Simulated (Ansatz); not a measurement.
The structure below was relaxed with PBE-D3(BJ)/PAW in Ansatz (an electronic-structure program), scalar-relativistic without spin-orbit coupling, earlier PAW set.

```
As
1.0
    1.89202     1.09236     3.36884
   -1.89202     1.09236     3.36884
    0.00000    -2.18472     3.36884
As
2
Cartesian
  0.00000   0.00000   2.32766
  0.00000   0.00000   7.77885
```

Find the space group and the Wyckoff positions.

Space group R-3m, hexagonal axes (No. 166); a = 3.784 Å, b = 3.784 Å, c = 10.107 Å, α = 90.00°, β = 90.00°, γ = 120.00°

| atom | site | symmetry | x | y | z |
|---|---|---|---|---|---|
| As | 6c | 3m | 0.0000 | 0.0000 | 0.2303 |

Describe the coordination.

The crystal has 6 atoms in its conventional cell. Lattice parameters: a = b = 3.7840 Å, c = 10.1065 Å, α = β = 90.00°, γ = 120.00°. As is surrounded by 3 As at 2.535 Å and 3 As at 3.018 Å (octahedral). (Neighbours: up to the widest gap in distance over summed covalent radii, below 1.35, at either atom.)

Whether these cells are dynamically stable was not tested. The cell was made from Bi by this change: Bi → As.
